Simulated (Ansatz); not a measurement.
B₄C (Cm, No. 8, 15 atoms in the cell; start mp-1238815) was calculated with PBE0 (plane waves, PAW; Ansatz, a first-principles code).

Settings: plane-wave cutoff 460 eV, 4×4×4 k mesh, Fermi–Dirac smearing 0.01 eV, scalar-relativistic PAW data made under PBE.

Cell (relaxed with PBEsol):

```
CELL_PARAMETERS angstrom
      4.37103    -2.78982     0.00504
      4.37103     2.78982     0.00504
     -2.42270     0.00000     4.40553
ATOMIC_POSITIONS crystal
  B  0.49175 0.49175 0.83834
  B  0.82383 0.50202 0.48396
  B  0.50202 0.82383 0.48396
  B  0.16909 0.49407 0.50544
  B  0.49407 0.16909 0.50544
  B  0.30705 0.30705 0.18087
  B  0.68960 0.68960 0.81191
  B  0.81183 0.30287 0.69505
  B  0.30287 0.81183 0.69505
  B  0.18252 0.69617 0.29881
  B  0.69617 0.18252 0.29881
  B  0.00040 0.00040 0.98788
  C  0.50333 0.50333 0.17566
  C  0.12561 0.12561 0.88127
  C  0.87851 0.87851 0.10363
```

Task: Estimate the band gap, smallest direct gap on the k points sampled and Γ–Γ gap that the calculation returns.

Result: 
band gap: 4.47 eV (on the SCF k mesh) (indirect)
smallest direct gap on the k points sampled: 4.84 eV
Γ–Γ gap: 7.20 eV

Note: cell and atoms aren't relaxed at this level (largest force component 0.34 eV/Å, pressure -0.8 GPa).

Static lattice: no zero-point or thermal effects.

A start named mp-… is a Materials Project structure, which need not be a measured phase.
